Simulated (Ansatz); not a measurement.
An Ansatz (a quantum-chemistry and plane-wave program) input (Kohn–Sham DFT with the PBE functional, run in Ansatz with PAW and 420 eV plane waves, no SOC):

Ansatz 0.2 input:
```yaml
crystal:
  lattice:
    - [0, 3.2045835282, 3.2045835282]
    - [3.2045835282, 0, 3.2045835282]
    - [3.2045835282, 3.2045835282, 0]
  atoms:
    - { symbol: Te, position: [0, 0, 0] }
    - { symbol: Sn, position: [0.5, 0.5, 0.5] }
basis: { ecutwfc: 420, ecutrho_ratio: 4, xc_grid: 2, fft_grid_basis: typed }
kpoints: { mp_grid: { grid: [13, 13, 13] } }
hamiltonian:
  xc: pbe
  dispersion: none
  pseudopotentials: { kind: paw }
scf: { occupations: { method: fermi_dirac, width: 0.05 }, convergence: { dr2_threshold: 0.0000000002 } }
output: { forces: true, stress: true }
```

Problem. Which symmetry and how many k-points will the program report, and about how many plane waves at Γ?

Solution. Space group Fm-3m (ITA 225) with 48 operations, k-points 84 of 2197, and 1243 plane waves at Γ.

Stability against distortions was not tested. The cell is SnTe in the rock salt structure (space group Fm-3m, No. 225).
